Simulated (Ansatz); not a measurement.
System: SnSe (model structure, within 0.1 Å of Fm-3m, No. 225, 6 atoms in the cell). Method: r²SCAN+rVV10 (Ansatz, a first-principles code, plane waves, PAW).

Settings: plane-wave cutoff 560 eV, 18×18×6 k mesh (along the axes of the cell as run), Fermi–Dirac smearing 0.05 eV, scalar-relativistic PAW data made under PBE.

Cell (relaxed at this level):

```cif
data_Se4Sn4
_chemical_formula_sum 'Sn4 Se4'
_space_group_name_H-M_alt 'Fm-3m'
_space_group_IT_number 225
_space_group_name_Hall '-F 4 2 3'
_cell_length_a 5.98663
_cell_length_b 5.98663
_cell_length_c 5.98663
_cell_angle_alpha 90.000
_cell_angle_beta 90.000
_cell_angle_gamma 90.000
loop_
_atom_site_label
_atom_site_type_symbol
_atom_site_symmetry_multiplicity
_atom_site_Wyckoff_symbol
_atom_site_fract_x
_atom_site_fract_y
_atom_site_fract_z
_atom_site_occupancy
Sn1 Sn 4 a 0.00000 0.00000 0.00000 1
Se1 Se 4 b 0.50000 0.50000 0.50000 1
```
(The calculation used a cell of 6 atoms; values per cell refer to that cell.)

Task: Give the computed band gap and Γ–Γ gap.

Result: 
band gap: 0.25 eV (on the SCF k mesh)
Γ–Γ gap: 2.10 eV

Spin–orbit coupling is not included.

Cost on a shared machine: around 30 core-minutes (rough).

A model structure was made by putting elements into a prototype or built by hand; it is no filed structure, need not be a known phase, and can be a saddle point held by its symmetry.
